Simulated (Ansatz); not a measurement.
The parent structure is WSe₂ (space group Fm-3m, No. 225; a = 6.261 Å; ferromagnetic; a hypothetical phase, not in the database extracts checked; relaxed with 0.1 eV smearing). Axes: x, y, z lie along the cube axes.

All numbers come from plane-wave PAW DFT at the PBE level (Ansatz, a quantum-chemistry and plane-wave program, 420 eV), spin-orbit coupling left out.

A first run, uniaxial strain ε_yy = +1.04 %, gives secant values C11 ≈ 210 GPa and C12 ≈ 58 GPa from its stress. A second run applies uniaxial stress, 5 GPa compression along x.

Question: What does linear elasticity predict for Young's modulus in the second run, and what does the run give?

Answer: Linear elasticity: (C11 − C12)(C11 + 2 C12)/(C11 + C12) = 180 GPa. The run gives 180 GPa; any difference comes from nonlinear terms at these strains and numerical noise.

The magnetic state is the one reached from the starting moments; the real material's order can differ, and small cells can't hold many antiferromagnetic ones. Beyond what the load breaks, stability against distortions was not tested.
